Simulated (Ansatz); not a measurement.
The starting structures come from a database of crystals and need not be the phases stable at ambient conditions.

Tunnelling through a barrier is set by its complex band structure: the current falls as exp(−2κd) with the smallest κ.

Input:

```
CaZnH2O5Si
1.0
    5.16595     0.00000     0.00000
   -2.58297     8.05036     0.00000
    1.25722     0.00000     5.32764
Ca Zn Si H O
2 2 2 4 10
Direct
  0.77990   0.85640   0.85560
  0.92350   0.14360   0.35560
  0.75850   0.50060   0.49680
  0.25790   0.49940   0.99680
  0.65440   0.27560   0.97660
  0.37880   0.72440   0.47660
  0.23810   0.16580   0.77320
  0.07230   0.83420   0.27320
  0.33620   0.02400   0.59860
  0.31220   0.97600   0.09860
  0.18680   0.08300   0.63940
  0.10380   0.91700   0.13940
  0.04510   0.71340   0.54310
  0.33170   0.28660   0.04310
  0.84950   0.41320   0.14860
  0.43630   0.58680   0.64860
  0.79250   0.31740   0.67800
  0.47510   0.68260   0.17800
  0.56110   0.90960   0.55000
  0.65150   0.09040   0.05000
```

Space group of this cell: Cc. The cell is taken as given; by r2SCAN its mean pressure is -5.0 GPa.

Transport runs along the normal of the first two printed cell vectors.

No gap correction and no spin-orbit coupling; mid-gap values are interpolated between computed energies.

Task: State the band gap and the smallest decay constant κ at mid-gap according to r2SCAN in Ansatz (a first-principles code).

Result: Gap 4.15 eV on a 6×6×6 mesh; κ = 0.371 1/Å, at the zone centre.
